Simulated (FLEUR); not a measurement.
FLEUR run on Rh (Fm-3m, 1 atom in the cell): self-consistent single point.

Level of theory: PBE, all-electron FLAPW (FLEUR), scalar-relativistic valence in FLEUR.

```
Rh
1.0
    0.00000     1.93153     1.93153
    1.93153     0.00000     1.93153
    1.93153     1.93153     0.00000
Rh
1
Direct
  0.00000   0.00000   0.00000
```

Reference input (self-consistent single point, DFT, PBE, all-electron FLAPW (FLEUR), scalar-relativistic valence): Kmax = 4.2 1/bohr; GmaxXC = 16.8 1/bohr; xcFunctional = pbe; jspins = 1; l_soc = F; mode = hist; fermiSmearingEnergy = 0.00367493 Htr; mesh (inpgen div1-3) = 12 12 12; inpgen gamma flag = true; Gmax = 16.8 1/bohr; numbands = 0; maxIterBroyd = 25. This run's input differs from it in these lines:

```diff
@@ -61,2 +61,4 @@
          <lo type="SCLO" l="1" n="4" eDeriv="0"/>
+         <lo type="SCLO" l="0" n="5" eDeriv="2"/>
+         <lo type="SCLO" l="2" n="4" eDeriv="2"/>
       </species>
```

Log, with long lists cut:

```
 Iteration:     1   Distance:      17.43575468 me/bohr^3
 Iteration:     2   Distance:      15.25984917 me/bohr^3
 Iteration:     3   Distance:       5.51028671 me/bohr^3
 Iteration:     4   Distance:       2.96125554 me/bohr^3
 Iteration:     5   Distance:       1.87244827 me/bohr^3
   [... 4 lines left out ...]
 Iteration:    10   Distance:       0.00117067 me/bohr^3
 Iteration:    11   Distance:       0.00094929 me/bohr^3
 Iteration:    12   Distance:       0.00005388 me/bohr^3
 Iteration:    13   Distance:       0.00000425 me/bohr^3
 Run finished successfully
 Stop message:
   Structural relaxation: Done

[file out, last iteration]
             iter=     14
[...]
          total density-effective poten   -7.8379600723E+03
          total charge density-energy d   -1.3895642995E+02
 Updated energy parameters for spin:           1
[...]
 fermi energy and band-weighting factors:

[...]
FERMIE:
          first approx. to ef    (T=0)  :   0.496681 htr   (energy of the highest occ. eigenvalue)
          number of occ. states  (T=0)  :        547
          first approx. to seigv (T=0)  :  -3.813840 htr
          sum of weights of occ. states :   7.508102
          sum of semicore charge        :   0.000000 e
FERHIS:  Fermi-Energy by histogram:
          bandgap                     :   0.000196 htr
   [... lines left out ...]
          charge neutrality (T=0)     :   0.016204    (zero if the highest occ. eigenvalue is "entirely" occupied)
     EF_NEWTON:  Adjust Fermi-Energy by Newton-Method.
 Direct bandgap for spin            1 :    6.0041367215331043E-003  Htr
   [... lines left out ...]
 ---->    (input%tkb*entropy) TS=              0.0016691813 htr
 ---->    free energy=                     -4785.2711982701 htr
      extrapolation for T->0
 ---->    total electron energy=           -4785.2703636794 htr
 ***** TOTAL FORCES ON ATOMS *****
 TOTAL FORCE FOR ATOM TYPE=  1  X=  0.000   Y=  0.000   Z=  0.000
                       FX_TOT= 0.000000 FY_TOT= 0.000000 FZ_TOT= 0.000000
 Structural relaxation: Done
```

The run converged in 13 iterations. FLEUR gives forces in its relaxation mode, with a further iteration, so its stop message speaks of a relaxation. Against the reference run the free energy drops by 10.3 meV/atom.

The starting cell comes from a database of computed structures (which also holds hypothetical and non-ambient phases and stackings), without a prior relaxation at this level. Its lattice was rescaled by a random factor within 2.5 % of one. Spin polarisation is off. Values depend on the basis (sphere radii, cutoffs, local orbitals), which need not be converged. The log's line on a gap gives a spacing of levels on this mesh, which the program prints for metals too.
